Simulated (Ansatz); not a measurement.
## How the smallest direct gap on the k points sampled of MgO (model structure, started from the CsCl type, Pm-3m, No. 221, 2 atoms in the cell; like a known high-pressure phase) moves with the method

No measured value is used here.

| level (code) | value (eV) | cell (Å³/atom) |
|---|---|---|
| LDA (Ansatz) | 3.91 | 8.77 |
| PBEsol (Ansatz) | ___ | 9.13 |
| r²SCAN (Ansatz) | 4.55 | 9.03 |
| r²SCAN+rVV10 (Ansatz) | ___ | 8.97 |
| HSE06 (Ansatz) | 5.16 | 9.13 |
| PBE0 (Ansatz) | 5.88 | 9.13 |
| r²SCAN0 (Ansatz) | 6.50 | 9.13 |
| G0W0@HSE06 (Ansatz) | ___ | 9.13 |
| G0W0@PBEsol (Ansatz) | 5.84 | 9.13 |

Question: Some entries are withheld; supply them.

Answer: 
- PBEsol (Ansatz, a quantum-chemistry and plane-wave program), value (eV): 3.48
- r²SCAN+rVV10 (Ansatz), value (eV): 4.59
- G0W0@HSE06 (Ansatz), value (eV): 6.69

At these levels the smallest gap is indirect and lower: LDA 2.85, PBEsol 2.47, r²SCAN 3.49, r²SCAN+rVV10 3.52, HSE06 4.07, PBE0 4.81, r²SCAN0 5.40, G0W0@HSE06 5.60, G0W0@PBEsol 4.82 eV. Computed values are for a static lattice.  G0W0@HSE06: GW on a hybrid start was not checked against another program. Values are at the PBEsol cell; LDA at the level's own equilibrium cell; PBEsol at the level's own relaxed cell; r²SCAN at the level's own relaxed cell; r²SCAN+rVV10 at the level's own equilibrium cell. Cutoffs and k meshes differ between the levels. Ansatz's density-functional and Hartree–Fock values are scalar-relativistic unless marked +SOC, with PAW data made under PBE.

A model structure was made by putting elements into a prototype or built by hand; it is no filed structure, need not be a known phase, and can be a saddle point held by its symmetry.
